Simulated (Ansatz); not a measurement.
Si: response to strain

Take Si in the diamond structure (space group Fd-3m, No. 227; a = 5.434 Å) as the base. Axes: x, y, z lie along the cube axes.

Strains are applied to the cell and any free atomic positions relax; under biaxial strain the out-of-plane vector relaxes too; under stress the whole cell relaxes.

Level of theory: Ansatz (a first-principles code) PBEsol, no spin-orbit coupling.

Notes on the quantities. energy relative to the base: free energy F.

```csv
change,gap character,energy relative to the base,band gap,volume per atom
base,–,0 meV/atom,0.47 eV,20.05 Å³
"biaxial strain +2.61 %, plane normal [001], relaxed out of plane",–,+14 meV/atom,zero,20.66 Å³
"biaxial strain −1.09 %, plane normal [110], relaxed out of plane","indirect, Γ → k = (0, 0.091, -0.455) in the run's primitive reciprocal basis",+3.1 meV/atom,0.30 eV,19.74 Å³
"biaxial strain −0.19 %, plane normal [110], relaxed out of plane","indirect, Γ → Γ–X (80 % along)",+0.1 meV/atom,0.45 eV,20.00 Å³
"biaxial strain +0.35 %, plane normal [110], relaxed out of plane","indirect, Γ → Γ–T (80 % along)",+0.3 meV/atom,0.44 eV,20.16 Å³
"biaxial strain +1.25 %, plane normal [110], relaxed out of plane","indirect, Γ → Γ–T (87 % along)",+4.0 meV/atom,0.36 eV,20.43 Å³
"biaxial strain +0.82 %, plane normal [111], relaxed out of plane","indirect, Γ → F–Γ (13 % along)",___,___,___
uniaxial strain ε_xx = −5.60 %,–,+31 meV/atom,zero,18.93 Å³
"uniaxial stress, 5 GPa tension along x","indirect, Γ → Γ–X (87 % along)",+12 meV/atom,0.24 eV,20.41 Å³
"uniaxial stress, 1 GPa compression along x","indirect, Γ → Γ–M (87 % along)",+0.5 meV/atom,0.35 eV,19.98 Å³
```

Question: Some entries are withheld; estimate them.

Answer: 
- biaxial strain +0.82 %, plane normal [111], relaxed out of plane, energy relative to the base: +1.8 meV/atom
- biaxial strain +0.82 %, plane normal [111], relaxed out of plane, band gap: 0.41 eV
- biaxial strain +0.82 %, plane normal [111], relaxed out of plane, volume per atom: 20.31 Å³

A biaxial case was relaxed in a doubled cell and then solved in the primitive one. A case with no gap was solved on a k-mesh chosen for an insulator, which is coarse for it. Beyond what the load breaks, stability against distortions was not tested. Gaps under 0.05 eV, about the width of the smearing, are given as zero. A zero or small gap of Si under biaxial strain +2.61 %, plane normal [001], relaxed out of plane, Si under biaxial strain −1.09 %, plane normal [110], relaxed out of plane, Si under uniaxial strain ε_xx = −5.60 % and Si under uniaxial stress, 5 GPa tension along x can be the functional's error rather than a property of the material. Labels are those of the standard path for the cell's own space group.
